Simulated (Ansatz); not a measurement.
An Ansatz (an electronic-structure program) input (Kohn–Sham DFT with the PBE functional, run in Ansatz with PAW and 420 eV plane waves, no spin-orbit coupling):

Ansatz 0.2 input:
```yaml
crystal:
  lattice:
    - [0, 3.8300633838, 3.8300633838]
    - [3.8300633838, 0, 3.8300633838]
    - [3.8300633838, 3.8300633838, 0]
  atoms:
    - { symbol: Ge, position: [-0.0045889568, 0.0011217608, 0.0042233227] }
    - { symbol: Rh, position: [-0.0009511739, -0.005335423, 0.4990071749] }
    - { symbol: Rh, position: [0.0023643459, 0.4942580333, 0.0008081833] }
    - { symbol: Rh, position: [-0.0047852626, 0.5014961966, 0.5070622897] }
    - { symbol: Rh, position: [0.5050125961, -0.0055615617, -0.0011944663] }
    - { symbol: Rh, position: [0.4979653558, -0.0017477156, 0.5106599036] }
    - { symbol: Rh, position: [0.5041557157, 0.4967312058, -0.0044956144] }
    - { symbol: Rh, position: [0.4992890018, 0.5033834199, 0.5012069486] }
basis: { ecutwfc: 420, ecutrho_ratio: 4, xc_grid: 2, fft_grid_basis: typed }
kpoints: { mp_grid: { grid: [8, 8, 8] } }
hamiltonian:
  xc: pbe
  dispersion: none
  pseudopotentials: { kind: paw }
scf: { occupations: { method: fermi_dirac, width: 0.05 }, convergence: { dr2_threshold: 0.0000000008 } }
relax: { f_tol: 0.02, max_steps: 45 }
output: { forces: true, stress: true }
checkpoint: { write: state.ck, write_every: 1000 }
```

**Question.** Which symmetry and how many k-points will the program report, and about how many plane waves at Γ?

**Answer.** Space group P1 (ITA 1) with 1 operations, k-points 260 of 512, and 2133 plane waves at Γ.

**Question.** And the final pressure?

**Answer.** 0.79 GPa (compression positive).

In so small a cell the defect repeats every few ångströms: this is an ordered compound, not a dilute defect. All final runs are without spin polarisation. The cell was made from Rh in the fcc (Cu type) structure (space group Fm-3m, No. 225) by this change: Ge on a Rh site. The defect cell is not spin-polarised.
